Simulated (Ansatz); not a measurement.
What a tighter setting buys: basis.ecutwfc, IrPd3 (Pm-3n, 8 atoms in the cell)

Cell: a = 4.7895 Å, b = 4.7895 Å, c = 4.7895 Å, α = 90.00°, β = 90.00°, γ = 90.00°.

Method: revPBE, default PAW files made with PBE (plane waves; Ansatz, a quantum-chemistry and plane-wave program).

Base settings: basis.ecutwfc = 420 eV; kpoints.mp_grid.grid = 9 9 9; hamiltonian.xc = revpbe; hamiltonian.pseudopotentials = {kind: paw} (the program's default PAW files); scf.occupations.method = methfessel_paxton; scf.occupations.width = 0.2 eV.

Misses are taken against the tightest run, 840 eV, which need not be fully converged itself. The energy is the free energy per atom.

The count of work is k-points × plane waves × bands × iterations; it is no time, and leaves out set-up, grids and terms that scale otherwise. 

Ansatz's pressure holds its estimate of the finite-basis (Pulay) stress, which hides part of the cutoff error; the uncorrected pressure shows it.

The starting cell was generated: these elements placed on a structure prototype, without a prior relaxation; it need not be a known phase or ordering of this composition. Spin polarisation is off. In the base run, with a pressure of about 35 GPa the cell is away from its equilibrium volume at this level. Ansatz's pressure includes its estimate of the finite-basis (Pulay) stress.

```tsv
basis.ecutwfc	energy less reference (meV/atom)	pressure less reference (GPa)	uncorrected pressure less reference (GPa)	count of work / reference
170 eV	29365.53	-44.62	-1262.74	0.16
210 eV	8103.11	-4.73	-461.05	0.21
250 eV	1754.27	4.86	-134.71	0.20
295 eV	242.73	0.16	-26.60	0.20
335 eV	29.82	0.11	-4.16	0.26
380 eV	5.30	0.11	-0.08	0.30
420 eV	4.07	0.09	-0.02	0.35
485 eV	1.56	0.04	-0.06	0.43
545 eV	0.70	0.02	0.00	0.53
630 eV	0.39	0.01	0.00	0.65
735 eV	0.10	0.00	0.00	0.82
840 eV	0.00	0.00	0.00	1.0
```

Coarsest setting among those run that, with all tighter ones, holds the energy within 1 meV/atom of the reference: 545 eV, off by 0.70 meV/atom; its saving against the reference is no more than about a factor of 2 in the count of work.

Coarsest setting among those run that, with all tighter ones, holds the energy within 0.5 meV/atom of the reference: 630 eV, off by 0.39 meV/atom; its saving against the reference is no more than about a factor of 2 in the count of work.

The step from 335 eV to 735 eV: it takes the miss in the energy from 30 to 0.10 meV/atom, for 3.2 times the count of work.

Keys are those of Ansatz 0.2.
